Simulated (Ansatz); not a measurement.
**F on the 1x1 (111) surface of fcc Ag, one in a 2x2 cell, started at the site 'hollow Ag-Ag-Ag over Ag at depth 2.4 Å'**

The numbers are results of PBE (plane waves to 420 eV, PAW; Ansatz, a first-principles code), not measurements.

Slab: 17 atoms, 7.1 Å thick at the start under the adsorbate (thin: gaps and levels are the slab's own); k 6x6x1, smearing 0.1 eV, dipole-corrected; 8 atoms held, the rest relaxed; symmetry of the start imposed; no spin, no spin-orbit, no U, no dispersion correction. At the end it is bonded to 3 Ag. In PBE it is, or lies within 0.03 eV of, the lowest of the starts that converged.

The adsorption energy against ½ F2(g) is -2.40 eV and the work function of the top face is 5.79 eV. The change of the work function is 1.35 eV, the change of the step from the bottom to the top vacuum level, against the clean slab is 1.31 eV and the energy released by relaxation is 0.71 eV. The height of the binding atom over the mean of the host atoms within 0.3 Å of the top one is 158.0 pm and the nearest host atoms of the binding atom is Ag at 2.34 Å, Ag at 2.34 Å, Ag at 2.34 Å. The largest move of a host atom is 0.05 Å. The cost is roughly 3 core-minutes.

A negative adsorption energy means that the adsorbate is more stable on the surface than in its reference.
